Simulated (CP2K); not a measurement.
Band structure of KTlSe₂ (I4/mcm, 8 atoms in the cell).

```yaml
crystal:
  lattice:
    - [6.76860, 0.00000, 0.00000]
    - [-3.01064, 6.06217, 0.00000]
    - [-1.87898, -3.03109, 5.75290]
  atoms:
    - { symbol: K, position: [0.25000, 0.25000, 0.00000] }
    - { symbol: K, position: [0.75000, 0.75000, 0.00000] }
    - { symbol: Tl, position: [0.75000, 0.25000, 0.50000] }
    - { symbol: Tl, position: [0.25000, 0.75000, 0.50000] }
    - { symbol: Se, position: [0.67640, 0.17640, 0.85280] }
    - { symbol: Se, position: [0.32360, 0.82360, 0.14720] }
    - { symbol: Se, position: [0.17640, 0.32360, 0.50000] }
    - { symbol: Se, position: [0.82360, 0.67640, 0.50000] }
```

Method: LDA (Pade form), GPW, DZVP-MOLOPT-SR-GTH basis, GTH-PADE potentials (GTH_POTENTIALS) run with CP2K 2026.2.

Settings: CUTOFF = 500 Ry; REL_CUTOFF = 50 Ry; KPOINTS/SCHEME = MONKHORST-PACK 3 3 3; XC_FUNCTIONAL = PADE; K/BASIS_SET = DZVP-MOLOPT-SR-GTH; K/POTENTIAL = GTH-PADE-q9; Tl/BASIS_SET = DZVP-MOLOPT-SR-GTH; Tl/POTENTIAL = GTH-PADE-q13; Se/BASIS_SET = DZVP-MOLOPT-SR-GTH; Se/POTENTIAL = GTH-PADE-q6; METHOD = GPW; EPS_DEFAULT = 1e-11; EXTRAPOLATION = USE_GUESS; NGRIDS = 5.

The starting cell comes from a database of computed structures (which also holds hypothetical and non-ambient phases and stackings), without a prior relaxation at this level. Spin-orbit coupling is off. Values carry the incompleteness of an atom-centred basis.

Question: Predict the gap along the standard path and the places of the band edges.

Answer: The gap along the path is 0.97 eV, from a point between Γ and X to Γ; the smallest direct gap on it is 1.06 eV. Another conduction valley lies within 0.1 eV, so the order of the valleys is not sure.

Levels in eV from the top of the valence band on the SCF mesh, bands 31 to 35:
| point | 31 | 32 | 33 | 34 | 35 |
|---|---|---|---|---|---|
| Γ | -0.43 | -0.21 | -0.03 | -0.03 | 1.03 |
| X | -0.88 | -0.81 | -0.80 | -0.08 | 1.78 |
| M | -1.17 | -0.67 | -0.67 | -0.23 | 1.09 |
| Z | -0.90 | -0.65 | -0.65 | -0.23 | 1.22 |
| P | -0.80 | -0.80 | -0.65 | -0.65 | 1.78 |
| N | -0.95 | -0.95 | -0.50 | -0.50 | 1.67 |
| Z1 | -0.90 | -0.65 | -0.65 | -0.23 | 1.22 |

Higher empty bands are left out: an atom-centred basis made for the valence describes them poorly.
